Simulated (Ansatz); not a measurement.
Start from BN in the zinc blende structure (space group F-43m, No. 216; a = 3.606 Å). Axes: x, y, z lie along the cube axes.

Computed with plane-wave PAW DFT at the PBEsol level (Ansatz, a quantum-chemistry and plane-wave program, 420 eV), no SOC.

For the base:

```
Item               Result
---------------  --------
Volume per atom   5.86 Å³
Pressure         0.00 GPa
```

Perturbation: biaxial strain −2.08 %, plane normal [111], relaxed out of plane (Cartesian); in-plane vectors clamped, the third vector and the atoms free.

Task: How does this affect the volume per atom and pressure?

Result: The volume per atom drops by 0.22 Å³ to 5.64 Å³; the pressure (mean of the normal stresses, compression positive) goes from zero to 16.19 GPa.

Stability against distortions was not tested.
